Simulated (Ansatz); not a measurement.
System: K2PtBr6 (Fm-3m, No. 225, 9 atoms in the cell; start COD 5910135). Method: B3LYP (VWN-RPA form) in Ansatz (plane waves, PAW).

Settings: plane-wave cutoff 460 eV, 4×4×4 k mesh, Fermi–Dirac smearing 0.01 eV, scalar-relativistic PAW data made under PBE.

Cell (measured lattice):

```cif
data_Br24K8Pt4
_chemical_formula_sum 'Pt4 Br24 K8'
_space_group_name_H-M_alt 'Fm-3m'
_space_group_IT_number 225
_space_group_name_Hall '-F 4 2 3'
_cell_length_a 10.35000
_cell_length_b 10.35000
_cell_length_c 10.35000
_cell_angle_alpha 90.000
_cell_angle_beta 90.000
_cell_angle_gamma 90.000
loop_
_atom_site_label
_atom_site_type_symbol
_atom_site_symmetry_multiplicity
_atom_site_Wyckoff_symbol
_atom_site_fract_x
_atom_site_fract_y
_atom_site_fract_z
_atom_site_occupancy
Pt1 Pt 4 a 0.00000 0.00000 0.00000 1
Br1 Br 24 e 0.00000 0.00000 0.24000 1
K1 K 8 c 0.25000 0.25000 0.25000 1
```
(The calculation used a cell of 9 atoms; values per cell refer to that cell.)

Problem. Give the computed band gap, smallest direct gap on the k points sampled and Γ–Γ gap.

Solution. 
band gap: 2.41 eV (on the SCF k mesh)
smallest direct gap on the k points sampled: 2.43 eV
Γ–Γ gap: 3.77 eV

Note: the file's cell can be that of a phase stable at another temperature; cell and atoms aren't relaxed at this level (pressure 2.0 GPa).

Spin–orbit coupling is not included; with these elements it can move the gap by several tenths of an eV or more.

Computed values are for the static lattice.

Cost on a shared machine: roughly 5 core-minutes.

Ansatz is a first-principles code.
